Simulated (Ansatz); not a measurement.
The starting structures come from a database of crystals and need not be the phases stable at ambient conditions.

 Where the default PAW files enter, the runs use the earlier of Ansatz's two default sets.

Data:

```
CELL_PARAMETERS angstrom
      4.36114     0.00000     0.00000
      0.00000     7.40179     0.00000
     -1.52193     0.00000     7.63901
ATOMIC_POSITIONS crystal
  Ag 0.72895 0.49119 0.20641
  Ag 0.27105 0.50881 0.79359
  Ag 0.77105 0.99119 0.29359
  Ag 0.22895 0.00881 0.70641
  Ag 0.70176 0.30697 0.55709
  Ag 0.29824 0.69303 0.44291
  Ag 0.79824 0.80697 0.94291
  Ag 0.20176 0.19303 0.05709
  S  0.59915 0.23666 0.85946
  S  0.40085 0.76334 0.14054
  S  0.90085 0.73666 0.64054
  S  0.09915 0.26334 0.35946
```

Space group of this cell: P2_1/c. The cell is taken as given; by PBEsol its mean pressure is -5.5 GPa.

All values below come from PBEsol (plane waves, PAW; Ansatz, a program for electronic structure).

The current runs along the normal of the first two printed vectors; no spin-orbit coupling. Scaled by the factor s: all lengths (ions clamped). Meshes 8×4×4 and 8×4 across the current in all rows.

```json
[
 {"s": "0.98", "mean pressure (GPa)": "-1.7", "band gap (eV)": "?"},
 {"s": "1.00", "mean pressure (GPa)": "-5.5", "band gap (eV)": "0.88"},
 {"s": "1.02", "mean pressure (GPa)": "-8.1", "band gap (eV)": "0.79"}
]
```

Problem. Take the slope of the band gap against ln s from the two given rows, extrapolate to s = 0.98, and say what the run there gives.

Solution. Slope = (0.79 − 0.88) / ln 1.02 = -4.54 eV. The line gives 0.88 + (-4.54) × ln 0.98 = 0.97 eV. The run gives 0.94 eV, 0.03 eV under the line, 35 % of the predicted step.
